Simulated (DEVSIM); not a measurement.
System: Schottky contact on n-type GaSb, at 300 K.

```
layer (left to right)  material  thickness (μm)  Nd (cm⁻³)  τn (s)  τp (s)
---------------------  --------  --------------  ---------  ------  ------
1                          GaSb           0.790     1.6e15  3.6e-8  3.6e-8
```

Left contact: Schottky, work function 4.52 eV, emission velocity 2.5e6 cm/s. Right contact: ohmic. Voltage is applied to the left contact. Recombination: SRH at mid-gap. Mobility is constant in doping. Where it depends on doping, it is μmin + (μ − μmin)/(1 + (N/Nref)^α).

Constants are typed, rounded textbook-type inputs, not results; the design itself was drawn at random and stands for no fabricated device. Values at 300 K; Nc and Nv go as T^1.5, mobilities as T to minus their exponent, the gap by Varshni's rule with the affinity fixed. The table also holds parameters that only a changed run uses.

| parameter | GaSb |
|---|---|
| gap (eV) | 0.726 |
| affinity (eV) | 4.06 |
| permittivity | 15.7 |
| Nc (cm⁻³) | 2.1e17 |
| Nv (cm⁻³) | 1.8e19 |
| μn (cm²/Vs) | 5000 |
| μp (cm²/Vs) | 850 |
| μn,min | 1000 |
| μp,min | 190 |
| Nref,n | 2.8e17 |
| Nref,p | 9e17 |
| αn | 1.05 |
| αp | 0.65 |
| T exponent of μn | 2 |
| T exponent of μp | 1.7 |
| Cn (cm⁶/s) | 5e-30 |
| Cp (cm⁶/s) | 5e-30 |
| Varshni α (eV/K) | 0.00042 |
| Varshni β (K) | 140 |

DEVSIM, 1D drift-diffusion, Boltzmann statistics, complete ionisation; no tunnelling, impact ionisation, image-force lowering or self-heating. Metal contacts follow the ideal Schottky-Mott rule: no Fermi-level pinning, no interface dipoles.

Base results: dark forward voltage at 100 A/cm² (V) 0.294; largest field in the device at zero bias (V/cm) 11000; potential step across the device at zero bias (V) 0.334.

Problem. What follows from this one change: doping Nd of layer 1 1.6e+15 → 4.8e+15 cm^-3?

Solution. dark forward voltage at 100 A/cm² little changed (0.290 V); largest field in the device at zero bias 11000 → 19000 V/cm; potential step across the device at zero bias 0.334 → 0.362 V.

Problem. What follows from this one change: thickness of layer 1 0.79 → 2.4 μm?

Solution. dark forward voltage at 100 A/cm² 0.294 → 0.307 V; largest field in the device at zero bias little changed (11000 V/cm); potential step across the device at zero bias little changed (0.334 V).

Problem. What follows from this one change: temperature 300 → 400 K?

Solution. dark forward voltage at 100 A/cm² 0.294 → 0.179 V; largest field in the device at zero bias 11000 → 20000 V/cm; potential step across the device at zero bias 0.334 → 0.277 V.

Problem. What follows from this one change: metal work function 4.52 → 4.37 eV?

Solution. dark forward voltage at 100 A/cm² 0.294 → 0.146 V; largest field in the device at zero bias 11000 → 7600 V/cm; potential step across the device at zero bias 0.334 → 0.184 V.
